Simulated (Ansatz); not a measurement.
A user runs Ansatz (an electronic-structure program) on Zr3Ir (Fm-3m, 4 atoms in the cell) and asks whether the run is sound. The aim is a self-consistent single point with DFT, PBE, plane waves, default PAW files.

Cell that was meant: a = 5.3054 Å, b = 5.3054 Å, c = 5.3054 Å, α = 60.00°, β = 60.00°, γ = 60.00°.

Part of the input:

```yaml
crystal:
  lattice:
    - [0.000000, 1.985199, 1.985199]
    - [1.985199, 0.000000, 1.985199]
    - [1.985199, 1.985199, 0.000000]
  atoms:
    - { symbol: Ir, position: [0.000000, 0.000000, 0.000000] }
    - { symbol: Zr, position: [0.500000, 0.500000, 0.500000] }
```

Log, with long lists cut:

```
WARN basis.ecutwfc = 420 eV, the default
WARN ansatz: RAYON_NUM_THREADS=1 ignored (pool sized by the plan → 1); use --threads N
   [... lines left out ...]
Symmetry: 48 space group operations
Space group: Fm-3m (ITA 225), of the structure as read, at distance tolerance 2.5e-5 Å
k-points: 29 of 512
Initial density: superposition of atomic densities (neutral atoms: chi_scale 0, normalization atom), corrected by the library's trained network
Initial wavefunctions: pseudopotential atomic-orbital guess
Eigensolver: davidson
Functional: x = pbe(κ = 0.804, μ = 0.2195149727645171), c = pbe(β = 0.06672455060314922)
SCF iter   1: F=—  HF=-24244.096098 eV  |F-HF|=—  |Δ(HF+E_count)|=         —  Δρ=9.60e-1  dr2=1.12e2  ethr=1.77e-3  ⟨swp⟩=9.4  Hψ=5627  notcnv=0  defer=1
all-band conjugate gradients solve this SCF's bands
preconditioner: auto → Kerker (q_TF=auto, 3.343 Å⁻¹)
SCF iter   2: F=—  HF=-24213.907063 eV  |F-HF|=—  |Δ(HF+E_count)|=    3.02e1  Δρ=5.41e-1  dr2=3.33e1  ethr=1.77e-3  ⟨swp⟩=4.4  Hψ=2645  notcnv=0  defer=35
   [... lines left out ...]
SCF iter   6: F=—  HF=-24200.628491 eV  |F-HF|=—  |Δ(HF+E_count)|=   9.67e-5  Δρ=2.47e-4  dr2=3.82e-6  ethr=5.91e-7  ⟨swp⟩=2.5  Hψ=1641  notcnv=0  defer=27
SCF iter   7: F=—  HF=-24200.628500 eV  |F-HF|=—  |Δ(HF+E_count)|=   8.90e-6  Δρ=3.02e-5  dr2=7.01e-8  ethr=1.89e-10  ⟨swp⟩=12.0  Hψ=6111  notcnv=0
SCF iter   8: F=-24200.628500 eV  HF=-24200.628500 eV  |F-HF|=2.62e-10  |Δ(HF+E_count)|=  2.73e-10  Δρ=4.31e-6  dr2=8.35e-10  ethr=1.32e-10  ⟨swp⟩=3.3  Hψ=3565  notcnv=0
SCF 1 converged in 8 iterations: F = -24200.628500 eV  dr2 = 8.35e-10
Free energy (F): -24200.628500 eV
Internal energy: -24200.586489 eV  (E = F + TS)
E sigma→0 (E₀):  -24200.607494 eV
Entropy (-TS):   -0.042011 eV (-10.503 meV/atom)
Fermi energy:    88.549489 eV
--- Forces (eV/Å), atoms counted from 1 ---
  atom   1  Ir    -0.00000000     0.00000000     0.00000000
   [... zero for the other atoms too ...]
--- Stress (GPa, compression-positive) ---
     6302.860482       0.000000       0.000000
        0.000000    6302.860482       0.000000
       -0.000000      -0.000000    6302.860482
  P = ⅓ Tr σ = 6302.8605 GPa (63028.605 kbar)
  The stress holds the Pulay correction. Without it, at fixed plane waves, as pw.x and ABINIT print it: P = 6293.7111 GPa
```

### Question
Is anything amiss in this input, and did it matter?

### Answer
The run is not sound. The fault is this: lattice multiplied by the bohr radius once too often. 1 bohr is 0.529 Å, so a mix-up scales every length by 1.89 or 0.529 and the volume by 6.75 or 0.148. To fix it, give the lengths in the unit that the key or card expects. The run converged in 8 iterations without an error; against the sound input the free energy goes up by 71.3 eV/atom and the pressure goes from -22.41 to 6303 GPa.

The sound input it was made from differs as follows (other fixes are possible):
```diff
-    - [0.000000, 1.985199, 1.985199]
-    - [1.985199, 0.000000, 1.985199]
-    - [1.985199, 1.985199, 0.000000]
+    - [0.000000, 3.751483, 3.751483]
+    - [3.751483, 0.000000, 3.751483]
+    - [3.751483, 3.751483, 0.000000]
```

With that input, the run converged in 6 iterations: free energy E − TS (on the zero of these files) -24485.7898 eV; Fermi level (on the code's own zero) 11.78 eV; pressure -22.41 GPa (DFT, PBE, plane waves, default PAW files).

On the sound input: the starting cell was generated: these elements placed on a structure prototype, without a prior relaxation; it need not be a known phase or ordering of this composition. Spin polarisation is off. With a pressure of about -22 GPa the cell is away from its equilibrium volume at this level. Ansatz's pressure includes its estimate of the finite-basis (Pulay) stress.

Keys are those of Ansatz 0.2.
